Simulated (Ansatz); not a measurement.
# Pressure series in MgS

The reference is MgS in the rock salt structure (space group Fm-3m, No. 225).

```
CELL_PARAMETERS angstrom
      0.00000     2.59105     2.59105
      2.59105     0.00000     2.59105
      2.59105     2.59105     0.00000
ATOMIC_POSITIONS crystal
  Mg 0.00000 0.00000 0.00000
  S  0.50000 0.50000 0.50000
```

Cell and atoms are relaxed at each pressure.

Levels (all Ansatz, a program for electronic structure, PAW): PBEsol (420 eV, no spin-orbit coupling); HSE06 (420 eV, without spin-orbit coupling).

Band gaps by level, all at the geometries relaxed with PBEsol:

```
case               PBEsol    HSE06
----------------  -------  -------
base              2.73 eV  3.83 eV
pressure −2 GPa   2.67 eV  3.77 eV
pressure 0.3 GPa  2.73 eV  3.84 eV
pressure 0.7 GPa  2.74 eV  3.85 eV
pressure 1.5 GPa  2.76 eV  3.88 eV
pressure 3 GPa    2.80 eV  3.92 eV
pressure 5 GPa    2.84 eV  3.97 eV
pressure 10 GPa   2.92 eV  4.07 eV
```

Single points use the geometry relaxed with PBEsol. The hybrid gap comes from the SCF mesh plus the semilocal run's edge points and a few special points and is an upper bound. Load acts through the strain it causes; cell and atoms are relaxed under it. Whether these cells are dynamically stable was not tested. Competing high-pressure phases were not computed. The base started in P3_121 and relaxed to Fm-3m at this level.
